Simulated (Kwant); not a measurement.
Model system: GaN/Al0.2Ga0.8N stack with 2 barriers. One parabolic valley. Leads of mass 0.2 mₑ with the band edge at 0; grid 0.1 nm; bias swept from 0.014 to 0.4369 V, dropping linearly over the stack. Emitter Fermi level 0.04 eV, 300 K, equal in the collector.

```
layer  thickness (nm)  band offset (eV)  mass (mₑ)
-----  --------------  ----------------  ---------
1                 1.8              0.35       0.22
2                 2.9                 0        0.2
3                 1.8              0.35       0.22
```

Constants are typed, rounded textbook-type inputs, not results; the design itself was drawn at random and stands for no fabricated device.

Model: one-band effective-mass tight-binding model in one dimension, coherent, no space charge, current by the Tsu-Esaki formula (Kwant).

Sweep values stay those of the base run.

Base results: J (A/cm²) at bias = 0.3312 V 35800; J (A/cm²) at bias = 0.1197 V 167000; J (A/cm²) at bias = 0.2255 V 13800.

Task: What follows from this one change: mass in the first barrier 0.22 → 0.13 mₑ?

Result: J at bias = 0.3312 V 35800 → 61800 A/cm²; J at bias = 0.1197 V 167000 → 299000 A/cm²; J at bias = 0.2255 V 13800 → 29900 A/cm².

Task: What follows from this one change: height of the first barrier 0.35 → 0.28 eV?

Result: J at bias = 0.3312 V 35800 → 79900 A/cm²; J at bias = 0.1197 V 167000 → 286000 A/cm²; J at bias = 0.2255 V 13800 → 27800 A/cm².

Task: What follows from this one change: width of the first well 2.9 → 4.4 nm?

Result: J at bias = 0.3312 V 35800 → 246000 A/cm²; J at bias = 0.1197 V 167000 → 20800 A/cm²; J at bias = 0.2255 V 13800 → 93900 A/cm².
